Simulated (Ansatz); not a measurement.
**Effect of biaxial strain −1.25 %, plane normal [111], relaxed out of plane on TiC**

The parent structure is TiC in the rock salt structure (space group Fm-3m, No. 225; a = 4.293 Å; relaxed with 0.1 eV smearing). Axes: x, y, z lie along the cube axes.

It is then changed as follows: biaxial strain −1.25 %, plane normal [111], relaxed out of plane (Cartesian); in-plane vectors clamped, the third vector and the atoms free.

Calculations: PBEsol (Ansatz, an electronic-structure program, PAW, scalar-relativistic without spin-orbit coupling). k-mesh 23×23×23 (Γ-centred); smearing 0.1 eV (Fermi–Dirac).

| quantity | base | changed | shift |
|---|---|---|---|
| volume per atom | 9.89 Å³ | 9.72 Å³ | -0.17 Å³ |
| space group | Fm-3m (No. 225) | R-3m (No. 166) | – |
| shortest interatomic distance | 2.147 Å | 2.134 Å | -0.0123 Å |
| energy relative to the base (free energy F) | 0 meV/atom | +5.5 meV/atom | +5.5 meV/atom |
| pressure (mean of the normal stresses, compression positive) | 0.0 GPa | 4.9 GPa | +4.9 GPa |
| band gap | zero | zero | – |
| out-of-plane strain | – | +0.76 % | – |
| ratio −ε⊥/ε∥ | – | 0.61 | – |
| mean in-plane stress (compression positive) | – | +7.3 GPa | – |

Cost of the whole job for the changed cell (relaxation, final SCF and bands): very roughly 50 core-seconds.

Stability against distortions was not tested. All final runs are without spin polarisation.
